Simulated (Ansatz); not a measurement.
The starting structures come from a database of crystals and need not be the phases stable at ambient conditions.

Tunnelling through a barrier is set by its complex band structure: the current falls as exp(−2κd) with the smallest κ.

Here is the system:

```
PtI2
1.0
    6.62352     0.00876     0.00000
    1.58014     6.65118     0.00000
    0.00000     0.00000     8.51370
Pt I
4 8
Direct
  0.24382   0.50260   0.37427
  0.75618   0.49740   0.62573
  0.75618   0.99740   0.87427
  0.24382   0.00260   0.12573
  0.47119   0.26711   0.16173
  0.52881   0.73289   0.83827
  0.52881   0.23289   0.66173
  0.47119   0.76711   0.33827
  0.98517   0.76946   0.09030
  0.01483   0.23054   0.90970
  0.01483   0.73054   0.59030
  0.98517   0.26946   0.40970
```

Space group of this cell: P2_1/c. The cell was relaxed by PBE-D3(BJ); by r2SCAN its mean pressure is 1.1 GPa.

Transport runs along the normal of the first two printed cell vectors.

The gap is the functional's own. No spin-orbit coupling. Mid-gap values are interpolated on the energy grid.

Estimate the band gap and the smallest decay constant κ at mid-gap that r2SCAN (Ansatz, a program for electronic structure) returns for this system.

Gap 1.20 eV on a 6×6×4 mesh; κ = 0.146 1/Å, at (-0.167, 0.167) of the in-plane reciprocal vectors. At the zone centre, at the nearest computed energy, the slowest state has κ = 0.15 1/Å.
